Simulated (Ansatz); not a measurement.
**YN, response to strain**

Base system: YN in the rock salt structure (space group Fm-3m, No. 225).

Space group Fm-3m (No. 225); a = 4.820 Å, b = 4.820 Å, c = 4.820 Å, α = 90.00°, β = 90.00°, γ = 90.00°

| atom | site | symmetry | x | y | z |
|---|---|---|---|---|---|
| Y | 4a | m-3m | 0.0000 | 0.0000 | 0.0000 |
| N | 4b | m-3m | 0.5000 | 0.5000 | 0.5000 |
(The calculation used a cell of 2 atoms; values per cell refer to that cell.)

Strains are applied to the cell and any free atomic positions relax.

The values are results of LDA (Ansatz, an electronic-structure program), no spin-orbit coupling, not measurements.

Candidates:
(a) isotropic strain −0.50 %
(b) isotropic strain +2.50 %
(c) isotropic strain −1.00 %
(d) isotropic strain +3.00 %

Notes on the quantities. energy relative to the base: free energy F.

Problem. Order them by energy relative to the base, highest first.

Solution. (d) isotropic strain +3.00 % (+59 meV/atom), (b) isotropic strain +2.50 % (+41 meV/atom), (c) isotropic strain −1.00 % (+7.4 meV/atom), (a) isotropic strain −0.50 % (+1.9 meV/atom)

The mesh was chosen for an insulator and is coarse for the gapless case. Whether these cells are dynamically stable was not tested. The final runs are not spin-polarised.
